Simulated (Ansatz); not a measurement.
Here is the system:

Host crystal: wurtzite ZnO, with a band gap (PBE, scalar-relativistic without spin-orbit coupling).

End structure of H2O on the 1x1 (10-10) surface of wurtzite ZnO (cut with top plane O + Zn), one in a 2x1 cell, started at the site 'over O at depth 0.9 Å':

```
CELL_PARAMETERS angstrom
      6.55898     0.00000     0.00000
      0.00000     5.29379     0.00000
      0.00000     0.00000    28.50000
ATOMIC_POSITIONS crystal
  O  0.25000 0.37743 0.33452
  O  0.75000 0.37743 0.33452
  Zn 0.25000 0.03125 0.34633
  Zn 0.75000 0.03125 0.34633
  O  0.00000 0.87215 0.36753
  O  0.50000 0.87215 0.36753
  Zn 0.00000 0.49479 0.36289
  Zn 0.50000 0.49479 0.36289
  O  0.00000 0.37176 0.43285
  O  0.50000 0.37176 0.43285
  Zn 0.00000 0.99599 0.43628
  Zn 0.50000 0.99599 0.43628
  O  0.25000 0.87015 0.46746
  O  0.75000 0.87015 0.46746
  Zn 0.25000 0.49048 0.46515
  Zn 0.75000 0.49048 0.46515
  O  0.25080 0.37088 0.53218
  O  0.75095 0.37253 0.53286
  Zn 0.25014 0.99234 0.53433
  Zn 0.75063 0.99299 0.53455
  O  0.00111 0.87254 0.56703
  O  0.49963 0.87269 0.56682
  Zn 0.00370 0.49466 0.56476
  Zn 0.49819 0.49482 0.56468
  O  0.00564 0.37356 0.63250
  O  0.49738 0.37434 0.63240
  Zn 0.99854 0.99342 0.63533
  Zn 0.50117 0.99397 0.63491
  O  0.25051 0.87804 0.66782
  O  0.74935 0.87437 0.66492
  Zn 0.25080 0.51309 0.66594
  Zn 0.75180 0.52682 0.65203
  O  0.24464 0.25812 0.72162
  H  0.36118 0.26279 0.74257
  H  0.24937 0.08106 0.70403
```

Set-up: 35 atoms, 9.4 Å thick at the start under the adsorbate (thin: gaps and levels are the slab's own); mesh 3x4x1; 0.01 eV smearing; dipole correction on; single point; no symmetry held, on the structure that PBE left; no spin, no spin-orbit, no U, no dispersion correction. At the end it is bonded to Zn. In PBE it is, or lies within 0.03 eV of, the lowest of the starts that converged; the order may differ at this level.

A negative adsorption energy means that the adsorbate is more stable on the surface than in its reference.

Question: Predict the adsorption energy against H2O(g) at the same level from r2SCAN, at the PBE geometry (Ansatz, a first-principles code).

Answer: -1.11 eV

Question: Give the change of the step from the bottom to the top vacuum level, against the clean slab at the level r2SCAN, at the PBE geometry.

Answer: -0.85 eV
